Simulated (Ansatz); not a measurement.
For rock-salt LaSe, LDA in Ansatz (PAW) gives:

- lattice constant a: 5.976 Å
- bulk modulus B0: 82.2 GPa
- formation enthalpy: -2.053 eV/atom

Problem. What does PBE0 (Ansatz, a first-principles code, plane waves, PAW) give for the same quantities?

Solution. 
- lattice constant a: 6.077 Å (grows by 1.7 %)
- bulk modulus: 75.4 GPa (drops by 8.3 %)
- formation enthalpy: -2.207 eV/atom (moves by -0.154 eV/atom)

For comparison: formation enthalpy -2.099 eV/atom (measured, 298 K, copied from a table, unchecked, not corrected to a static lattice; as tabulated in Wang et al. (2021), doi:10.1038/s41598-021-94550-5).

Changes are worked out from the printed values.

Unless a cell is named, each level is at its own relaxed cell (LDA 26.68, PBE0 28.06 Å³/atom).

Ansatz's density-functional and Hartree–Fock values are scalar-relativistic unless marked +SOC, with PAW data made under PBE.
